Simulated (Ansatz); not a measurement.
Input and output of a self-consistent single point for Rb3Cu2F7 (I4/mmm, 12 atoms in the cell) (Ansatz, an electronic-structure program).

Level of theory: PBEsol, default PAW files made with PBE (plane waves; Ansatz).

```
Rb3Cu2F7
1.0
   -2.01530     2.01530    10.53121
    2.01530    -2.01530    10.53121
    2.01530     2.01530   -10.53121
Rb Cu F
3 2 7
Cartesian
  0.00000   0.00000  10.53121
  0.00000   0.00000   6.63888
  0.00000   0.00000  14.42355
  0.00000   0.00000   2.05991
  0.00000   0.00000  19.00252
  0.00000   0.00000   0.00000
  0.00000   2.01530   2.01778
  2.01530   0.00000   2.01778
  2.01530   0.00000   8.51343
  0.00000   2.01530   8.51343
  0.00000   0.00000   4.07769
  0.00000   0.00000  16.98474
```

Reference input (self-consistent single point, DFT, PBEsol, plane waves, default PAW files made with PBE): basis.ecutwfc = 420 eV; kpoints.mp_grid.grid = 6 6 6; kpoints.mp_grid.shift = 0.5 0.5 0.5; hamiltonian.xc = pbesol; hamiltonian.pseudopotentials = {kind: paw} (the program's default PAW files); scf.occupations.method = cold; scf.occupations.width = 0.1 eV. This run's input differs from it in these lines:

Ansatz 0.2 input:
```diff
@@ -20,3 +20,3 @@
 basis:
-  ecutwfc: 420.0
+  ecutwfc: 295.0
 kpoints:
```

Log, with long lists cut:

```
SCF iter   1: F=—  HF=-28432.074934 eV  |F-HF|=—  |Δ(HF+E_count)|=         —  Δρ=4.08e-2  dr2=1.01e0  ethr=1.77e-3  ⟨swp⟩=5.1  Hψ=7000  notcnv=0  defer=154
all-band conjugate gradients solve this SCF's bands
preconditioner: auto → LDOS
SCF iter   2: F=—  HF=-28432.683546 eV  |F-HF|=—  |Δ(HF+E_count)|=   6.09e-1  S|Δr|=    0.00e0  Δρ=5.49e-2  dr2=2.71e0  ethr=8.83e-4  ⟨swp⟩=2.2  Hψ=4010  notcnv=0  defer=179  recentre
   [... lines left out ...]
SCF iter  10: F=—  HF=-28431.712082 eV  |F-HF|=—  |Δ(HF+E_count)|=   1.95e-6  S|Δr|=    0.00e0  Δρ=4.64e-5  dr2=3.64e-6  ethr=1.84e-8  ⟨swp⟩=2.1  Hψ=2104  notcnv=0  defer=174
SCF iter  11: F=—  HF=-28431.712081 eV  |F-HF|=—  |Δ(HF+E_count)|=   4.55e-7  S|Δr|=    0.00e0  Δρ=1.65e-5  dr2=2.96e-7  ethr=3.19e-9  ⟨swp⟩=2.1  Hψ=2556  notcnv=0  defer=174
SCF iter  12: F=-28431.712081 eV  HF=-28431.712081 eV  |F-HF|=1.34e-8  |Δ(HF+E_count)|=   3.38e-8  S|Δr|=    0.00e0  Δρ=4.23e-6  dr2=1.74e-8  ethr=8.77e-11  ⟨swp⟩=11.1  Hψ=9146  notcnv=0
SCF 1 converged in 12 iterations: F = -28431.712081 eV  dr2 = 1.74e-8
Stability not checked (fill_not_monotonic)
Free energy (F): -28431.712081 eV
Internal energy: -28431.691432 eV  (E = F + TS)
E sigma→0 (E₀):  -28431.705198 eV
Entropy (-TS):   -0.020649 eV (-1.721 meV/atom)
Fermi energy:    6.354840 eV
--- Forces (eV/Å), atoms counted from 1 ---
  atom   1  Rb     0.00000000     0.00000000    -0.00000000
  atom   2  Rb     0.00000000     0.00000000    -0.03901196
  atom   3  Rb     0.00000000     0.00000000     0.03901196
  atom   4  Cu     0.00000000     0.00000000    -0.24383211
   [... lines left out ...]
  atom  12  F      0.00000000     0.00000000     0.66819182
--- Stress (GPa, compression-positive) ---
        1.716280       0.000000       0.000000
        0.000000       1.716280       0.000000
        0.000000       0.000000       2.006988
  P = ⅓ Tr σ = 1.8132 GPa (18.132 kbar)
  The stress holds the Pulay correction. Without it, at fixed plane waves, as pw.x and ABINIT print it: P = -35.3307 GPa
```

The run converged in 12 iterations. Against the reference run the free energy goes up by 514 meV/atom, the pressure goes from 2.63 to 1.81 GPa and the largest force goes from 0.624 to 0.668 eV/Å.

The starting cell was generated: these elements placed on a structure prototype, without a prior relaxation; it need not be a known phase or ordering of this composition. Its lattice was rescaled by a random factor within 2.5 % of one. Spin polarisation is off, so a magnetic state, if there is one, cannot be reached. Ansatz's pressure includes its estimate of the finite-basis (Pulay) stress. Without the estimate this run gives -35.33 GPa. The cutoff lies below the one recommended for these files. The run gives no clean gap (levels at the Fermi energy touch, overlap or are partly filled at this smearing), which alone does not show that the compound is a metal.
